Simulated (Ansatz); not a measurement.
Start from K in the bcc (W type) structure (space group Im-3m, No. 229; a = 5.344 Å).

Computed with DFT with r2SCAN, PAW potentials and a 500 eV plane-wave cutoff in Ansatz (a program for electronic structure), no spin-orbit coupling, earlier PAW set.

Base values:

| Property | Value |
|---|---|
| Volume per atom | 76.32 Å³ |

Perturbation: Na takes the place of K on all its sites, then cell and atoms are relaxed.

Tabulated Pauling electronegativity and covalent radius: K 0.82, 2.03 Å; Na 0.93, 1.66 Å.

**Question.** What happens to the volume per atom?

**Answer.** The volume per atom falls by 38.68 Å³ (76.32 Å³ → 37.64 Å³).

Whether these cells are dynamically stable was not tested.
